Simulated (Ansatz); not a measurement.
The starting structures come from a database of crystals and need not be the phases stable at ambient conditions.

Crystal: HfSiO4 (I4_1/amd, not sure to be the ambient phase, 12 atoms a cell, 10.7 Å³ an atom, 2 GPa at this level); planes in its conventional cell.

Computed with r2SCAN (plane waves, PAW; Ansatz, an electronic-structure program).

No gap correction and no spin-orbit coupling; mid-gap values are interpolated between computed energies.

```csv
plane,area of the cell (Å²),mid-gap κ (1/Å),largest κ in the gap (1/Å)
(110),27.6,0.46,0.46
(100),39.1,(withheld),(withheld)
(001),42.9,(withheld),(withheld)
```

Question: The slowest decay depends on the direction. Supply the withheld values.

Answer: 
- (100), mid-gap κ (1/Å): 0.42
- (100), largest κ in the gap (1/Å): 0.42
- (001), mid-gap κ (1/Å): 0.43
- (001), largest κ in the gap (1/Å): 0.43
